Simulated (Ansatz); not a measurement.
Base system: La$_{2}$O$_{3}$ (space group P-3m1, No. 164).

```
CELL_PARAMETERS angstrom
      3.90646     0.00000     0.00000
     -1.95323     3.38309     0.00000
      0.00000     0.00000     6.03942
ATOMIC_POSITIONS crystal
  La 0.33333 0.66667 0.24534
  La 0.66667 0.33333 0.75466
  O  0.00000 0.00000 0.00000
  O  0.33333 0.66667 0.64608
  O  0.66667 0.33333 0.35392
```

Cartesian axes are those of the cell as printed.

Method: Kohn–Sham DFT with the PBEsol functional, run in Ansatz (an electronic-structure program) with PAW and 420 eV plane waves, no spin-orbit coupling, earlier PAW set.

Before the change:

```
Property                          Value
-----------------------------  --------
Band gap                        3.77 eV
Shortest interatomic distance  234.9 pm
```

Modification: tensor shear ε_yz = +1.21 % (engineering shear γ = 0.0242); the atoms relax in the strained cell.

Problem. Predict the new band gap.

Solution. The band gap falls by 0.02 eV to 3.75 eV.

Problem. What happens to the shortest interatomic distance?

Solution. The shortest interatomic distance hardly moves (234.9 pm against 234.8 pm).

Problem. Estimate the effect on the energy relative to the base.

Solution. The energy increases by 1.9 meV/atom.

Problem. Predict the new stress.

Solution. The stress (xx, yy, zz, yz, xz, xy; compression positive) comes out as (-0.65, 0.77, 0.12, -1.59, 0.00, 0.00) GPa.

Whether these cells are dynamically stable was not tested.
